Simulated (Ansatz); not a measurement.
Base system: GaSb in the zinc blende structure (space group F-43m, No. 216).

```
CELL_PARAMETERS angstrom
      0.00000     3.02440     3.02440
      3.02440     0.00000     3.02440
      3.02440     3.02440     0.00000
ATOMIC_POSITIONS crystal
  Ga 0.00000 0.00000 0.00000
  Sb 0.25000 0.25000 0.25000
```

Cartesian axes are those of the cell as printed.

Level of theory: LDA/PAW in Ansatz (a quantum-chemistry and plane-wave program), no SOC.

Strains are applied to the cell and any free atomic positions relax; under biaxial strain the out-of-plane vector relaxes too.

One change was made to it. Results:

```csv
quantity,base,after
"pressure (mean of the normal stresses, compression positive)",0.00 GPa,2.32 GPa
energy relative to the base (free energy F),0 meV/atom,+14 meV/atom
```

Question: Which of these changes matches the shifts?
A. biaxial strain −1.67 %, plane normal [111], relaxed out of plane
B. biaxial strain +0.83 %, plane normal [111], relaxed out of plane
C. biaxial strain −2.50 %, plane normal [111], relaxed out of plane

Answer: C, biaxial strain −2.50 %, plane normal [111], relaxed out of plane. For comparison, the energy relative to the base in the other runs: biaxial strain −1.67 %, plane normal [111], relaxed out of plane gives +6.3 meV/atom; biaxial strain +0.83 %, plane normal [111], relaxed out of plane gives +1.5 meV/atom.

No phonon test of stability was made. All final runs are without spin polarisation.
